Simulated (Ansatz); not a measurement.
The starting structures come from a database of crystals and need not be the phases stable at ambient conditions.

The decay constant κ of evanescent states in the gap governs leakage through a thin film.

Input:

```
CdGa2Se4
1.0
    6.80005     0.00000     0.00000
    1.84917     6.54379     0.00000
    2.47544    -3.27190     4.10282
Cd Ga Se
1 2 4
Cartesian
  0.00000   0.00000   0.00000
  7.72463   3.27190   2.05141
  4.32461   3.27190   0.00000
  4.45666   0.61777   4.06044
  5.49211   4.20835   1.90654
  4.28185   0.84883   0.04238
  8.01869   0.86885   2.19628
```

Space group of this cell: I-4. The cell is taken as given; by PBEsol its mean pressure is -0.8 GPa.

Transport runs along the normal of the first two printed cell vectors, the (110) plane of the conventional cell.

The gap is the functional's own. No spin-orbit coupling. Mid-gap values are interpolated on the energy grid.

**Question.** Predict the band gap and the smallest decay constant κ at mid-gap from Ansatz (a first-principles code) with PBEsol.

**Answer.** Gap 1.35 eV on a 8×8×8 mesh; κ = 0.100 1/Å, at the zone centre.
